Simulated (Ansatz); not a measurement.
The reference is Au in the fcc (Cu type) structure (space group Fm-3m, No. 225; a = 4.1245 Å; relaxed with 0.1 eV smearing).

The values are results of r2SCAN, PAW, 500 eV (Ansatz, a program for electronic structure; no SOC), not measurements.

Strains are applied to the cell and any free atomic positions relax.

One change was made to it. Results:

| quantity | base | after |
|---|---|---|
| pressure | 0.0 GPa | -2.2 GPa |
| energy relative to the base (free energy F) | 0 meV/atom | +1.8 meV/atom |

Question: Name the change that was made.
A) isotropic strain +1.00 %
B) isotropic strain +0.50 %
C) isotropic strain +2.00 %
D) isotropic strain +1.50 %
E) isotropic strain +3.00 %

Answer: B, isotropic strain +0.50 %. For comparison, the energy relative to the base in the other runs: isotropic strain +1.50 % gives +16 meV/atom; isotropic strain +2.00 % gives +27 meV/atom; isotropic strain +3.00 % gives +59 meV/atom; isotropic strain +1.00 % gives +7.2 meV/atom.

Whether these cells are dynamically stable was not tested.
